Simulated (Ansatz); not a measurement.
Take MgO in the rock salt structure (space group Fm-3m, No. 225; a = 4.214 Å) as the base. Axes: x, y, z lie along the cube axes.

Levels (all Ansatz, an electronic-structure program, PAW): PBEsol (420 eV, spin-orbit coupling left out); HSE06 (420 eV, scalar-relativistic without spin-orbit coupling).

Its gap is 4.62 eV with PBEsol and 6.47 eV with HSE06.

Perturbation: the cell is compressed by 0.91 % along x with no lateral relaxation, atoms relaxed at fixed cell.

With PBEsol the gap becomes 4.70 eV.

Q: If the HSE06 correction stayed the same, what would the HSE06 gap be, and what does the HSE06 run give?

A: A rigid correction of +1.85 eV gives 6.55 eV. The HSE06 run gives 6.56 eV, so the two effects roughly add.

Single points use the geometry relaxed with PBEsol. The cells carry an imposed strain or load. Whether these cells are dynamically stable was not tested. The base started in P3_121 and relaxed to Fm-3m at this level.
